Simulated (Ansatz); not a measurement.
Results of LDA in Ansatz (PAW) for MgCdS₂ (model structure, started from the ScAlN2 type, P3m1, No. 156, 4 atoms in the cell).

Settings: plane-wave cutoff 520 eV, 12×12×6 k mesh (along the axes of the cell as run), Fermi–Dirac smearing 0.01 eV, scalar-relativistic PAW data made under PBE.

Cell (relaxed with PBEsol):

Space group P3m1 (No. 156); a = 4.075 Å, b = 4.075 Å, c = 6.573 Å, α = 90.00°, β = 90.00°, γ = 120.00°

```
atom  site  symmetry       x       y       z
----  ----  --------  ------  ------  ------
Cd      1b       3m.  0.3333  0.6667  0.0064
S       1b       3m.  0.3333  0.6667  0.3903
Mg      1c       3m.  0.6667  0.3333  0.5001
S       1c       3m.  0.6667  0.3333  0.8733
```

**Question.** Estimate the band gap that the calculation returns.

**Answer.** 
- band gap = 1.77 eV

Note: the relaxation could raise the start's symmetry but not lower it, so the cell can be a saddle point; cell and atoms aren't relaxed at this level (largest force component 0.05 eV/Å, pressure -2.0 GPa).

Spin–orbit coupling is not included.

Static lattice: no zero-point or thermal effects.

A model structure was made by putting elements into a prototype or built by hand; it is no filed structure, need not be a known phase, and can be a saddle point held by its symmetry.

Ansatz is a quantum-chemistry and plane-wave program.
